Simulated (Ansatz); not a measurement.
Consider NiSi (space group Pnma, No. 62; a = 5.119 Å, b = 3.342 Å, c = 5.563 Å; non-magnetic). Axes: x, y, z lie along a, b, c of the conventional cell.

All numbers come from DFT with r2SCAN, PAW potentials and a 500 eV plane-wave cutoff in Ansatz (a program for electronic structure), scalar-relativistic without spin-orbit coupling.

Before the change:

The volume per atom is 11.90 Å³ and the pressure is 0.0 GPa. The band gap is zero.

Perturbation: biaxial strain +4.33 %, plane normal [001], relaxed out of plane (Cartesian); in-plane vectors clamped, the third vector and the atoms free.

### Question
Estimate the effect on the volume per atom.

### Answer
The volume per atom rises by 0.50 Å³, from 11.90 Å³ to 12.40 Å³.

### Question
How does this affect the pressure?

### Answer
The pressure (mean of the normal stresses, compression positive) goes from zero to -7.6 GPa.

### Question
How does this affect the band gap?

### Answer
The band gap is still zero.

Whether these cells are dynamically stable was not tested. Seeded moments were not kept for the base. The final runs are not spin-polarised.
